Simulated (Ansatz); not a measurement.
Results of BLYP (plane waves, PAW; Ansatz, an electronic-structure program) for CsCl-type AuZn (cubic form, which distorts at low temperature).

Numerical settings: plane-wave cutoff 520 eV, 18×18×18 k mesh, Fermi–Dirac smearing 0.05 eV, scalar-relativistic PAW data made under PBE.

Energies at three volumes about the minimum:

```json
[
 {"V (Å³/atom)": "17.117", "E − E_lowest (meV/atom)": "1.98"},
 {"V (Å³/atom)": "17.466", "E − E_lowest (meV/atom)": "0.00"},
 {"V (Å³/atom)": "17.816", "E − E_lowest (meV/atom)": "1.74"}
]
```

Fit a parabola by hand: where is the minimum, what lattice constant follows, and what is the bulk modulus?

Slopes: (0.00 − 1.98)/(17.466 − 17.117) = -5.673 and (1.74 − 0.00)/(17.816 − 17.466) = 4.971 meV/Å³. Curvature E″ = 2 × (4.971 − (-5.673))/(17.816 − 17.117) = 30.455 meV/Å⁶. From the middle of the first interval, the slope vanishes at V0 = 17.2915 − (-5.673)/30.455 = 17.478 Å³/atom. B = V0 E″ = 17.478 × 30.455 meV/Å³ × 0.1602 GPa per meV/Å³ = 85.3 GPa. With 2 atoms in the cube, a = (2 × 17.478)^(1/3) = 3.270 Å. The full Birch–Murnaghan fit to all volumes gives V0 = 17.470 Å³/atom and B0 = 85.1 GPa.

Measured, for comparison: bulk modulus 131 GPa (temperature not stated, not corrected to a static lattice; as tabulated in Nepal et al. (2020), arXiv:2007.11150). Computed (rounded) less measured: bulk modulus -35 %.

Note: the cell is over a tenth larger than the published one: the level's own overestimate first of all, though another phase or state, or a fault of the published cell, is possible; symmetry holds this phase in the static calculation, where it need not be a minimum.
